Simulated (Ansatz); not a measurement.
Base system: SiO₂ (space group P3_221, No. 154).

```yaml
crystal:
  lattice:
    - [5.02043, 0.00000, 0.00000]
    - [-2.51021, 4.34782, 0.00000]
    - [0.00000, 0.00000, 5.50913]
  atoms:
    - { symbol: Si, position: [0.00000, 0.47644, 0.33333] }
    - { symbol: Si, position: [0.52356, 0.52356, 0.00000] }
    - { symbol: Si, position: [0.47644, 0.00000, 0.66667] }
    - { symbol: O, position: [0.15850, 0.74406, 0.53892] }
    - { symbol: O, position: [0.25594, 0.41444, 0.20558] }
    - { symbol: O, position: [0.58556, 0.84150, 0.87225] }
    - { symbol: O, position: [0.74406, 0.15850, 0.46108] }
    - { symbol: O, position: [0.41444, 0.25594, 0.79442] }
    - { symbol: O, position: [0.84150, 0.58556, 0.12775] }
```

All numbers come from PBE (Ansatz, a quantum-chemistry and plane-wave program; PAW; 420 eV plane waves; no spin-orbit coupling), earlier PAW set.

Base values:

The lattice parameter a comes out as 5.020 Å and the c/a ratio is 1.097.

It is then changed as follows: a hydrostatic pressure of 15 GPa.

### Question
Estimate the effect on the lattice parameter a.

### Answer
The lattice parameter a drops by 0.4639 Å to 4.557 Å.

### Question
Predict the new c/a ratio.

### Answer
The c/a ratio increases by 0.047 to 1.144.

Load acts through the strain it causes; cell and atoms are relaxed under it. Whether these cells are dynamically stable was not tested. Competing high-pressure phases were not computed.
